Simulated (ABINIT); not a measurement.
ABINIT 10.0.3, DFT, PBE, plane waves, JTH v2.0 PBE PAW: bcc Fe, atoms displaced, 2 atoms, spin-polarised from a ferromagnetic start (3 μB on Fe). Basis and mesh were picked for this test and aren't claimed converged.

```text
pseudos "Fe.GGA_PBE-JTH.xml"
acell 3*1.0 Angstrom
rprim
   2.8660000000    0.0000000000    0.0000000000
   0.0000000000    2.8660000000    0.0000000000
   0.0000000000    0.0000000000    2.8660000000
natom 2
ntypat 1
znucl 26
typat
1 1
xred
   0.9973870000    0.0084450000    0.9999070000
   0.5026810000    0.5154880000    0.5142030000
spinat
0 0 3
0 0 3
ecut 22.0
pawecutdg 44.0
pawovlp -1
nband 24
ngkpt 8 8 8
nshiftk 1
shiftk 0 0 0
nstep 100
tolvrs 1e-09
chkprim 0
chksymtnons 0
chksymbreak 0
occopt 3
tsmear 0.005
nsppol 2
prtwf 0
prtden 0
prteig 0
prtebands 0
timopt -2
paral_kgb 1
np_spkpt 8
npband 1
npfft 1
bandpp 24
wfoptalg 114
```

The program reports k-points after symmetry (for each spin): 260, bands: 24, symmetry operations: 2.

Machine: one whole node, Intel Xeon 6 (Granite Rapids), 96 cores on 1 socket, 2 hardware threads a core, 3 L3 cache groups, 3 NUMA nodes.

Each time is the median wall time of two to five repeats, run one at a time on the otherwise empty machine; start-up is included. Processes are pinned to neighbouring cores unless said otherwise. The build: conda-forge: MPICH, OpenBLAS, FFTW3, no OpenMP, no ScaLAPACK; another build can shift the numbers. Scratch files lie in a memory file system.

Started as
```bash
OMP_NUM_THREADS=1 mpirun -np 8 abinit run.abi
```
(8 ranks, npulayit = 7 (default)) it takes 54 s and 15 SCF iterations.

**Question.** What happens to the run time with npulayit = 4?

**Answer.** About 47 s (2 runs within 1 %): 1.1× as fast. The largest move is in solving the bands at each k-point (vtowfk): 49 s to 44 s. Most of it follows the count of iterations, 15 against 13. Change in the result: energy under 0.001 meV/atom, forces (largest component) 0.015 meV/Å, pressure under 0.001 GPa, site moments equal as printed.
